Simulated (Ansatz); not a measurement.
**Na2PdC2 (P-3m1, No. 164, 5 atoms in the cell; start mp-4823)**

Calculation: PBEsol (plane waves, PAW; Ansatz, a program for electronic structure).

Numerical settings: plane-wave cutoff 500 eV, 12×12×8 k mesh (along the axes of the cell as run), Fermi–Dirac smearing 0.05 eV, scalar-relativistic PAW data made under PBE.

Cell (relaxed at this level):

```
Na2PdC2
1.0
    4.45335     0.00000     0.00000
   -2.22667     3.85671     0.00000
    0.00000     0.00000     5.21495
Na Pd C
2 1 2
Cartesian
  0.00000   2.57114   3.75307
  2.22667   1.28557   1.46188
  0.00000   0.00000   0.00000
  0.00000   0.00000   3.24111
  0.00000   0.00000   1.97383
```

- band gap = 0.72 eV (on the SCF k mesh)

Note: the relaxation could not lower the start's symmetry, so the cell can be a saddle point above a distorted one.

Spin–orbit coupling is not included.

Computing time: about 2.4 core-minutes (a rough figure).

A start named mp-… is a Materials Project structure, which need not be a measured phase.
